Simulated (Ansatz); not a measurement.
The reference is CdSe in the zinc blende structure (space group F-43m, No. 216; a = 6.082 Å). Axes: x, y, z lie along the cube axes.

Calculations: PBEsol (Ansatz, a quantum-chemistry and plane-wave program; PAW; 420 eV plane waves; spin-orbit coupling left out).

Strains are applied to the cell and any free atomic positions relax; under biaxial strain the out-of-plane vector relaxes too.

One change was made to it. Results:

```csv
quantity,base,after
gap character,direct at Γ,direct at Γ
"valence-band top at Γ (three highest levels, from the VBM)","0.00, 0.00, 0.00 eV","0.00, -0.21, -0.21 eV"
volume per atom,28.12 Å³,28.48 Å³
electron mass,0.049 mₑ (at Γ),"0.035 mₑ out of plane, 0.051 mₑ in plane (at Γ)"
```

Problem. Name the change that was made.
A) biaxial strain −3.00 %, plane normal [001], relaxed out of plane
B) biaxial strain +1.50 %, plane normal [001], relaxed out of plane
C) biaxial strain −2.00 %, plane normal [001], relaxed out of plane
D) biaxial strain +3.00 %, plane normal [001], relaxed out of plane
E) biaxial strain +2.00 %, plane normal [001], relaxed out of plane

Solution. D, biaxial strain +3.00 %, plane normal [001], relaxed out of plane. For comparison, the valence-band top at Γ in the other runs: biaxial strain −2.00 %, plane normal [001], relaxed out of plane gives 0.00, 0.00, -0.17 eV; biaxial strain +2.00 %, plane normal [001], relaxed out of plane gives 0.00, -0.14, -0.14 eV; biaxial strain +1.50 %, plane normal [001], relaxed out of plane gives 0.00, -0.11, -0.11 eV; biaxial strain −3.00 %, plane normal [001], relaxed out of plane gives 0.00, 0.00, -0.27 eV.

Masses are band curvatures over ±0.01 Å⁻¹ around the edge. Whether these cells are dynamically stable was not tested. Labels are those of the standard path for the cell's own space group.
